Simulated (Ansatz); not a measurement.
Base system: Ti5Si3 (space group P6_3/mcm, No. 193; a = 7.4035 Å, c = 5.0689 Å).

The values are results of Kohn–Sham DFT with the PBEsol functional, run in Ansatz (a program for electronic structure) with PAW and 420 eV plane waves, no spin-orbit coupling, not measurements.

One change was made to it. Results:

```tsv
quantity	base	after
shortest interatomic distance	2.534 Å	2.524 Å
band gap	zero	zero
```

Question: What was done to the base?
A. pressure 10 GPa
B. pressure 5 GPa
C. pressure 1.5 GPa
D. pressure 7.5 GPa

Answer: C, pressure 1.5 GPa. For comparison, the shortest interatomic distance in the other runs: pressure 7.5 GPa gives 2.488 Å; pressure 10 GPa gives 2.474 Å; pressure 5 GPa gives 2.503 Å.

Load acts through the strain it causes; cell and atoms are relaxed under it. Stability against distortions was not tested. No other phases were tried under pressure. The final runs are not spin-polarised.
